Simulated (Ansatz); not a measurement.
Checking a run of Ansatz (a first-principles code) on Sc2AlC (P6_3/mmc, 8 atoms in the cell). The aim is a self-consistent single point with DFT, PBEsol, plane waves, default PAW files made with PBE.

Cell that was meant: a = 3.2951 Å, b = 3.2951 Å, c = 15.0540 Å, α = 90.00°, β = 90.00°, γ = 120.00°.

Part of the input:

Ansatz 0.2 input:
```yaml
  xc: pbesol
  pseudopotentials: { kind: paw }
scf:
  occupations: { method: fixed }
output:
  forces: true
  eigenvalues: true
```

The program printed (abridged):

```
   [... lines left out ...]
PAW frozen core: C, regenerated for the run's functional, and the local potential with it
Initial density: superposition of atomic densities (neutral atoms: chi_scale 0, normalization atom), corrected by the library's trained network
Initial wavefunctions: pseudopotential atomic-orbital guess
Eigensolver: davidson
Functional: x = pbesol(κ = 0.804, μ = 0.12345679012345678), c = pbesol(β = 0.046)
SCF iter   1: F=—  HF=-9990.674373 eV  |F-HF|=—  |Δ(HF+E_count)|=         —  Δρ=5.01e-3  dr2=8.90e-2  ethr=1.77e-3  ⟨swp⟩=4.2  Hψ=6569  notcnv=0  defer=241
all-band conjugate gradients solve this SCF's bands
   [... lines left out ...]
WARN: the bands overlap at the fill by count (29 filled at each k-point of a channel) …
SCF 1 converged in 7 iterations: F = -9990.653748 eV  dr2 = 8.80e-9
Free energy (F): -9990.653748 eV
Internal energy: -9990.653748 eV  (E = F + TS)
E sigma→0 (E₀):  -9990.653748 eV
Fermi energy:    10.173520 eV
--- Forces (eV/Å), atoms counted from 1 ---
  atom   1  Sc    -0.00000000    -0.00000000     0.35920879
  atom   2  Sc     0.00000000     0.00000000    -0.35920879
  atom   3  Sc     0.00000000     0.00000000     0.35920879
  atom   4  Sc    -0.00000000    -0.00000000    -0.35920879
  atom   5  Al     0.00000000     0.00000000    -0.00000000
  atom   6  Al    -0.00000000    -0.00000000     0.00000000
  atom   7  C     -0.00000000    -0.00000000     0.00000000
  atom   8  C     -0.00000000     0.00000000    -0.00000000
--- Stress (GPa, compression-positive) ---
       -2.860691      -0.000000       0.000000
        0.000000      -2.860691      -0.000000
        0.000000      -0.000000      -2.316565
  P = ⅓ Tr σ = -2.6793 GPa (-26.793 kbar)
  The stress holds the Pulay correction. Without it, at fixed plane waves, as pw.x and ABINIT print it: P = -2.7632 GPa
```

Is this run sound? If not, what is wrong?

The run is not sound. The fault is fixed (insulator-type) occupations in a metal. Fixed occupations assume a gap. Where bands overlap, the filling has to be decided k-point by k-point from a Fermi level. To fix it, use a smearing (or tetrahedra) with enough empty bands. The run converged in 7 iterations without an error; against the sound input the free energy goes up by 121 meV/atom, the pressure goes from -3.08 to -2.68 GPa and the largest force goes from 0.277 to 0.359 eV/Å. The full log also holds (shortened here): “WARN: iter 1: σ=0 fill of 29 bands saw a band overlap (occupied 10.1415 eV > unoccupied 8.2394 eV) — on an unconverged iterate often a transient of an (band_overlap_at_count)”.

The sound input it was made from differs as follows (other fixes are possible):
```diff
-  occupations: { method: fixed }
+  occupations: { method: methfessel_paxton, width: 0.0037 Ry }
```

With that input, the run converged in 7 iterations: free energy E − TS (on the zero of these files) -9991.6244 eV; Fermi level (on the code's own zero) 8.48 eV; pressure -3.08 GPa; largest force (vector length) 0.277 eV/Å (DFT, PBEsol, plane waves, default PAW files made with PBE).

On the sound input: the starting cell comes from a database of computed structures (which also holds hypothetical and non-ambient phases and stackings), without a prior relaxation at this level. With a pressure of about -3 GPa the cell is away from its equilibrium volume at this level. Ansatz's pressure includes its estimate of the finite-basis (Pulay) stress.
